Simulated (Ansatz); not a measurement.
The reference is GaSb in the zinc blende structure (space group F-43m, No. 216; a = 6.111 Å). Axes: x, y, z lie along the cube axes.

Calculations: PBEsol (Ansatz, a program for electronic structure, PAW, scalar-relativistic without spin-orbit coupling).

Free-standing slabs (2 atom(s) a layer) normal to [110] with 15 Å of vacuum; in-plane cell held at bulk.

One change was made to it. Results:

```csv
quantity,base,after
shortest interatomic distance,2.646 Å,2.505 Å
band gap,zero,zero
```

Q: Which change produced these results?
A. 3 layers
B. 1 layer
C. 4 layers
D. 5 layers
E. 6 layers

A: B, 1 layer. For comparison, the shortest interatomic distance in the other runs: 6 layers gives 2.622 Å; 5 layers gives 2.615 Å; 4 layers gives 2.625 Å; 3 layers gives 2.636 Å.

Spin-orbit coupling, missing from the scalar runs, can matter with Sb. Stability against distortions was not tested. The final runs are not spin-polarised. The zero or small gap of GaSb can change with the level of theory.
